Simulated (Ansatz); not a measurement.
Input and output of a self-consistent single point for CdS (F-43m, 2 atoms in the cell) (Ansatz, a first-principles code).

Level of theory: PBE, PAW files (plane waves; Ansatz).

```xyz
2
Lattice="0.0000 2.9430 2.9430 2.9430 0.0000 2.9430 2.9430 2.9430 0.0000" Properties=species:S:1:pos:R:3 pbc="T T T"
Cd     0.0000     0.0000     0.0000
S      1.4715     1.4715     1.4715
```

Reference input (self-consistent single point, DFT, PBE, plane waves, PAW files): kpoints.mp_grid.grid = 5 5 5; hamiltonian.xc = pbe; hamiltonian.pseudopotentials = {kind: paw} (an earlier, softer set of the program's PAW files); scf.occupations.method = fixed. This run's input differs from it in these lines:

Ansatz 0.2 input:
```diff
@@ -10,3 +10,3 @@
 kpoints:
-  mp_grid: { grid: [5, 5, 5] }
+  mp_grid: { grid: [7, 7, 7] }
 hamiltonian:
```

Output, abridged:

```
SCF iter   1: F=—  HF=-9157.970852 eV  |F-HF|=—  |Δ(HF+E_count)|=         —  Δρ=2.82e-2  dr2=3.52e-1  ethr=3.10e-3  ⟨swp⟩=5.2  Hψ=1506  notcnv=0  defer=36
all-band conjugate gradients solve this SCF's bands
preconditioner: auto → none
SCF iter   2: F=—  HF=-9157.893206 eV  |F-HF|=—  |Δ(HF+E_count)|=   7.76e-2  Δρ=1.17e-2  dr2=3.44e-2  ethr=1.35e-3  ⟨swp⟩=2.0  Hψ=705  notcnv=0  defer=39
SCF iter   3: F=—  HF=-9157.894502 eV  |F-HF|=—  |Δ(HF+E_count)|=   1.30e-3  Δρ=4.97e-3  dr2=6.41e-3  ethr=1.32e-4  ⟨swp⟩=3.0  Hψ=547  notcnv=0  defer=37
SCF iter   4: F=—  HF=-9157.895731 eV  |F-HF|=—  |Δ(HF+E_count)|=   1.23e-3  Δρ=7.99e-4  dr2=3.99e-4  ethr=2.47e-5  ⟨swp⟩=3.0  Hψ=575  notcnv=0  defer=37
SCF iter   5: F=—  HF=-9157.895591 eV  |F-HF|=—  |Δ(HF+E_count)|=   1.40e-4  Δρ=2.12e-4  dr2=8.42e-6  ethr=1.53e-6  ⟨swp⟩=2.0  Hψ=543  notcnv=0  defer=37
SCF iter   6: F=—  HF=-9157.895608 eV  |F-HF|=—  |Δ(HF+E_count)|=   1.74e-5  Δρ=2.51e-5  dr2=2.54e-7  ethr=3.24e-8  ⟨swp⟩=2.0  Hψ=520  notcnv=0  defer=2
SCF iter   7: F=-9157.895609 eV  HF=-9157.895609 eV  |F-HF|=9.03e-9  |Δ(HF+E_count)|=   1.54e-7  Δρ=4.97e-6  dr2=8.20e-9  ethr=3.85e-10  ⟨swp⟩=7.7  Hψ=1667  notcnv=0
SCF 1 converged in 7 iterations: F = -9157.895609 eV  dr2 = 8.20e-9
Free energy (F): -9157.895609 eV
Internal energy: -9157.895609 eV  (E = F + TS)
E sigma→0 (E₀):  -9157.895609 eV
Fermi energy:    6.533261 eV
--- Forces (eV/Å), atoms counted from 1 ---
  atom   1  Cd     0.00000000    -0.00000000    -0.00000000
  atom   2  S     -0.00000000     0.00000000     0.00000000
--- Stress (GPa, compression-positive) ---
        1.176919      -0.000000      -0.000000
       -0.000000       1.176919       0.000000
       -0.000000       0.000000       1.176919
  P = ⅓ Tr σ = 1.1769 GPa (11.769 kbar)
  The stress holds the Pulay correction. Without it, at fixed plane waves, as pw.x and ABINIT print it: P = 1.1495 GPa
```

The run converged in 7 iterations. Against the reference run the free energy falls by 3.7 meV/atom, the pressure moves little (1.21 to 1.18 GPa) and the gap on the mesh hardly changes (1.082 to 1.086 eV).

The starting cell comes from a database of computed structures (which also holds hypothetical and non-ambient phases and stackings), without a prior relaxation at this level. Ansatz's pressure includes its estimate of the finite-basis (Pulay) stress.
